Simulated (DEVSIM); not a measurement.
Structure: Schottky contact on n-type Si, at 250 K.

```
layer (left to right)  material  thickness (μm)  Nd (cm⁻³)   τn (s)   τp (s)
---------------------  --------  --------------  ---------  -------  -------
1                            Si            19.0     1.8e15  0.00098  0.00098
```

Left contact: Schottky, work function 4.48 eV, emission velocity 2.5e6 cm/s. Right contact: ohmic. Voltage is applied to the left contact. Recombination: SRH at mid-gap, Auger. Mobility is constant in doping. Where it depends on doping, it is μmin + (μ − μmin)/(1 + (N/Nref)^α).

Constants are typed, rounded textbook-type inputs, not results; the design itself was drawn at random and stands for no fabricated device. Values at 300 K; Nc and Nv go as T^1.5, mobilities as T to minus their exponent, the gap by Varshni's rule with the affinity fixed. The table also holds parameters that only a changed run uses.

| parameter | Si |
|---|---|
| gap (eV) | 1.124 |
| affinity (eV) | 4.05 |
| permittivity | 11.7 |
| Nc (cm⁻³) | 2.86e19 |
| Nv (cm⁻³) | 3.1e19 |
| μn (cm²/Vs) | 1417 |
| μp (cm²/Vs) | 470 |
| μn,min | 52 |
| μp,min | 45 |
| Nref,n | 9.7e16 |
| Nref,p | 2.2e17 |
| αn | 0.68 |
| αp | 0.72 |
| T exponent of μn | 2.3 |
| T exponent of μp | 2.2 |
| Cn (cm⁶/s) | 2.8e-31 |
| Cp (cm⁶/s) | 9.9e-32 |
| Varshni α (eV/K) | 0.000473 |
| Varshni β (K) | 636 |

DEVSIM, 1D drift-diffusion, Boltzmann statistics, complete ionisation; no tunnelling, impact ionisation, image-force lowering or self-heating. Metal contacts follow the ideal Schottky-Mott rule: no Fermi-level pinning, no interface dipoles.

Base results: largest field in the device at zero bias (V/cm) 11000; potential step across the device at zero bias (V) 0.227; dark forward voltage at 100 A/cm² (V) 0.496.

Task: What follows from this one change: metal work function 4.48 → 4.33 eV?

Result: largest field in the device at zero bias 11000 → 5600 V/cm; potential step across the device at zero bias 0.227 → 0.077 V; dark forward voltage at 100 A/cm² 0.496 → 0.349 V.

Task: What follows from this one change: doping Nd of layer 1 1.8e+15 → 5.4e+15 cm^-3?

Result: largest field in the device at zero bias 11000 → 20000 V/cm; potential step across the device at zero bias 0.227 → 0.251 V; dark forward voltage at 100 A/cm² 0.496 → 0.291 V.

Task: What follows from this one change: thickness of layer 1 19 → 11 μm?

Result: largest field in the device at zero bias little changed (11000 V/cm); potential step across the device at zero bias little changed (0.227 V); dark forward voltage at 100 A/cm² 0.496 → 0.369 V.

Task: What follows from this one change: doping-dependent mobility in place of the constant one?

Result: largest field in the device at zero bias little changed (11000 V/cm); potential step across the device at zero bias little changed (0.227 V); dark forward voltage at 100 A/cm² 0.496 → 0.517 V.
